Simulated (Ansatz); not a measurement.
The starting structures come from a database of crystals and need not be the phases stable at ambient conditions.

Tunnelling through a barrier is set by its complex band structure: the current falls as exp(−2κd) with the smallest κ.

Consider the following.

```yaml
crystal:
  lattice:
    - [6.34243, 0.00000, 0.00000]
    - [0.00000, 6.78525, 0.00000]
    - [0.00000, 1.07712, 11.08739]
  atoms:
    - { symbol: Na, position: [0.16406, 0.31030, 0.45812] }
    - { symbol: Na, position: [0.83594, 0.68970, 0.54188] }
    - { symbol: Na, position: [0.66406, 0.18970, 0.04188] }
    - { symbol: Na, position: [0.33594, 0.81030, 0.95812] }
    - { symbol: Na, position: [0.90260, 0.59681, 0.17296] }
    - { symbol: Na, position: [0.09740, 0.40319, 0.82704] }
    - { symbol: Na, position: [0.40260, 0.90319, 0.32704] }
    - { symbol: Na, position: [0.59740, 0.09681, 0.67296] }
    - { symbol: Sb, position: [0.66324, 0.31374, 0.39524] }
    - { symbol: Sb, position: [0.33676, 0.68626, 0.60476] }
    - { symbol: Sb, position: [0.16324, 0.18626, 0.10476] }
    - { symbol: Sb, position: [0.83676, 0.81374, 0.89524] }
    - { symbol: Sb, position: [0.40482, 0.49005, 0.20229] }
    - { symbol: Sb, position: [0.59518, 0.50995, 0.79771] }
    - { symbol: Sb, position: [0.90482, 0.00995, 0.29771] }
    - { symbol: Sb, position: [0.09518, 0.99005, 0.70229] }
```

Space group of this cell: P2_1/c. The cell is taken as given.

Transport runs along the normal of the first two printed cell vectors.

No gap correction and no spin-orbit coupling; mid-gap values are interpolated between computed energies.

### Question
Predict the band gap and the smallest decay constant κ at mid-gap from r2SCAN in Ansatz (a first-principles code).

### Answer
Gap 0.75 eV on a 6×6×4 mesh; κ = 0.133 1/Å, at (0.000, 0.333) of the in-plane reciprocal vectors. At the zone centre, at the nearest computed energy, the slowest state has κ = 0.15 1/Å.
